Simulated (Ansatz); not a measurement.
Base system: SnSe2 in the 2H-MoS2 type structure (space group P6_3/mmc, No. 194; a = 3.770 Å, c = 11.292 Å; a hypothetical phase, not in the database extracts checked; layered, stacked along the Cartesian z axis).

Method: Ansatz (a quantum-chemistry and plane-wave program) PBEsol-D3(BJ), spin-orbit coupling left out.

For the base:

| Quantity | Result |
|---|---|
| Band gap | zero |
| Shortest interatomic distance | 2.779 Å |
| In-plane lattice parameter a | 3.770 Å |

Modification: a free-standing slab of 2 layers (6 atoms, 3 a layer) is cut normal to the stacking axis, with 15 Å of vacuum and the in-plane cell relaxed.

Problem. What does the calculation give for the excess energy per area of both faces after the change?

Solution. The excess energy per area of both faces (slab less bulk energy over the cell's area: twice a surface energy) amounts to 0.9 J/m² (uncertain by up to 0.08 J/m²).

Problem. What does the calculation give for the thickness between the outermost nuclei after the change?

Solution. The thickness between the outermost nuclei amounts to 9.00 Å.

Problem. What does the calculation give for the band gap after the change?

Solution. The band gap remains zero.

Problem. How does this affect the shortest interatomic distance?

Solution. The shortest interatomic distance drops by 0.0545 Å to 2.725 Å.

Problem. What happens to the in-plane lattice parameter a?

Solution. The in-plane lattice parameter a falls by 0.035 Å (3.770 Å → 3.735 Å).

The excess energy carries the mismatch between the slab's and the bulk's meshes. Whether these cells are dynamically stable was not tested. The final runs are not spin-polarised.
